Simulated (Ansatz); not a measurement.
Here is the system:

End structure of a constructed model of the (110) surface of bcc Mo, a layer of Pt in place of the second plane (bottom of the slab: a bare face, its two planes held):

```yaml
crystal:
  lattice:
    - [2.73735, 0.00000, 0.00000]
    - [-0.91245, 2.58080, 0.00000]
    - [0.00000, 0.00000, 27.00000]
  atoms:
    - { symbol: Mo, position: [0.50000, 0.50000, 0.29705] }
    - { symbol: Mo, position: [0.00000, 0.00000, 0.37983] }
    - { symbol: Mo, position: [0.50000, 0.50000, 0.46258] }
    - { symbol: Mo, position: [0.00000, 0.00000, 0.54423] }
    - { symbol: Pt, position: [0.50000, 0.50000, 0.62780] }
    - { symbol: Mo, position: [0.00000, 0.00000, 0.70973] }
```

Set-up: 6 atoms, 11.0 Å thick at the start with caps and adatoms (thin: gaps and levels are the slab's own); mesh 14x14x1; 0.1 eV smearing; dipole correction on; 2 atoms held, the rest relaxed; symmetry of the start imposed; no spin, no spin-orbit, no U. In PBE it lies 0.21 eV a 1x1 cell over the lowest computed structure of the same composition (a layer of Pt in place of the third plane).

### Question
What work function of the top face does Ansatz (a first-principles code) with PBE give?

### Answer
5.13 eV
